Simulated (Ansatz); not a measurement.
Fluorite PbF2 (high-temperature phase), treated with Hartree–Fock (plane waves, PAW; Ansatz, a program for electronic structure).

Run with plane-wave cutoff 460 eV, 8×8×8 k mesh, Fermi–Dirac smearing 0.01 eV, scalar-relativistic PAW data made under PBE.

Properties against volume:

```csv
V (Å³/atom),P (GPa),direct gap at Γ (eV),smallest gap on the k mesh (eV)
17.191,5.51,19.502,12.612
17.550,3.74,19.449,12.660
18.012,1.74,19.383,12.719
18.301,0.62,19.342,12.754
18.936,-1.50,19.252,12.827
19.398,-2.81,19.189,12.876
```

The fundamental gap (12.78 eV at the equilibrium volume, on the SCF mesh) lies elsewhere than Γ–Γ.

Spin–orbit coupling is not included; with these elements it can move the gap by several tenths of an eV or more.
